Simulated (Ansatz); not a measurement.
NiAs-type NiSb was calculated with revPBE in Ansatz (PAW).

Total energies, extrapolated to zero smearing (they compare only within this program, potentials and cutoff):

Magnetic elements are taken in their magnetic phases.

| system | energy (eV/atom) |
|---|---|
| NiAs-type NiSb, relaxed | -6167.2303 |
| fcc Ni | -5843.2972 |
| rhombohedral A7 Sb | -6490.6796 |

**Question.** Work out the enthalpy of formation per atom.

**Answer.** ΔH_f ≈ ΔE = -6167.2303 − [1 × (-5843.2972) + 1 × (-6490.6796)]/2 = -0.242 eV/atom (0 K, no vibrations). The reference value is -0.34 eV/atom (measured, 298 K, not corrected to a static lattice, our sources range from -0.434 to -0.340; as tabulated in Zhang et al. (2018), doi:10.1038/s41524-018-0065-z), a difference of +0.098 eV/atom.

Spin–orbit coupling is left out; its size isn't shown.

The PAW data were made under PBE.

Note: an element that serves as reference has a cell well above its measured volume.

Ansatz is an electronic-structure program.
